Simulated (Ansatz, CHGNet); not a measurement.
## L1₀ (CuAu-type) FePt: properties by level of theory

Reference values: lattice constant a 2.727 Å (measured, room temperature, no zero-point or thermal correction, P4/mmm two-atom cell, a_fct/√2; as tabulated in Sawada et al. (2023), arXiv:2212.12065); lattice parameter c 3.726 Å (measured, room temperature, not corrected to a static lattice, 0.1 GPa; as tabulated in Sawada et al. (2023), arXiv:2212.12065); formation enthalpy -0.238 ± 0.02 eV/atom (measured, 298 K, copied from a table, unchecked, no zero-point or thermal correction; as tabulated in Wang et al. (2021), doi:10.1038/s41598-021-94550-5).

```tsv
level (code)	equilibrium lattice constant a (Å)	c axis length (Å)	enthalpy of formation (eV/atom)
CHGNet 0.3.0	?	3.254	?
CHGNet-r²SCAN	?	3.642	-0.322
PBEsol-D3(BJ) (Ansatz)	2.664	3.681	-0.176
rVV10 (Ansatz)	2.750	3.785	-0.178
HSE06 (Ansatz)	2.748	3.750	?
```

Problem. Complete the blanks.

Solution. 
- CHGNet 0.3.0, equilibrium lattice constant a (Å): 2.928
- CHGNet 0.3.0, enthalpy of formation (eV/atom): -0.111
- CHGNet-r²SCAN, equilibrium lattice constant a (Å): 2.778
- HSE06 (Ansatz, a program for electronic structure), enthalpy of formation (eV/atom): -0.531

Differences from the reference values (errors of the level alone only where the reference is corrected to a static lattice):

```csv
level,lattice constant a (%),lattice parameter c (%),formation enthalpy (eV/atom)
CHGNet 0.3.0,+7.37,-12.7,+0.127
CHGNet-r²SCAN,+1.87,-2.25,-0.084
PBEsol-D3(BJ),-2.31,-1.21,+0.062
rVV10,+0.84,+1.58,+0.060
HSE06,+0.77,+0.64,-0.293
```

Nearest: lattice constant a, not ranked (reference at room or unstated temperature); lattice parameter c, not ranked (reference at room or unstated temperature); formation enthalpy, not ranked (one source). Values with a doubt, or to which a potential was fitted, aren't ranked.

Machine-learned potentials (CHGNet 0.3.0, CHGNet-r²SCAN) are trained on DFT data: a solid inside that data is no test of them.

Caveats: the cell has another shape than the first-principles one, perhaps another minimum in the same group (CHGNet 0.3.0). Ansatz's density-functional and Hartree–Fock values are scalar-relativistic unless marked +SOC, with PAW data made under PBE.

Spin-polarised runs: PBEsol-D3(BJ) (parallel moments), rVV10 (parallel moments), HSE06 (parallel moments).

Differences are worked out from the printed values.

Computed values are for the static lattice.
